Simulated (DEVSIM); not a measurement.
Device: Co/SiO2/n-Si capacitor, at 300 K.

```tsv
layer (left to right)	material	thickness (nm)	Nd (cm⁻³)
1	SiO2	5.70	-
2	Si	1000	3.3e17
```

Metal gate on the left, work function 5 eV. Fixed charge at the semiconductor interface 0 cm⁻² (in units of +e); no interface traps.

The device is made up for the run: typed textbook-type constants, with dimensions and the other settings drawn at random. Values at 300 K.

| parameter | SiO2 | Si |
|---|---|---|
| gap (eV) | 9 | 1.124 |
| affinity (eV) | 0.9 | 4.05 |
| permittivity | 3.9 | 11.7 |
| Nc (cm⁻³) | - | 2.86e19 |
| Nv (cm⁻³) | - | 3.1e19 |

Model (solved in DEVSIM): 1D Poisson equation in equilibrium, Boltzmann statistics, complete ionisation; no quantum confinement or tunnelling. Metal contacts follow the ideal Schottky-Mott rule: no Fermi-level pinning, no interface dipoles.

The gate work function was swept, all else fixed.

| gate work function (eV) | threshold voltage (band bending 2φF) (V) | flat-band voltage (V) |
|---|---|---|
| 4.7 | -0.87 | 0.53 |
| 4.85 | -0.72 | 0.68 |
| 5 | -0.57 | 0.83 |
| 5.15 | -0.42 | 0.98 |
| 5.3 | -0.27 | 1.13 |

From the first row to the last the threshold voltage (band bending 2φF) goes from -0.87 to -0.27. From the first row to the last the flat-band voltage goes from 0.53 to 1.13.
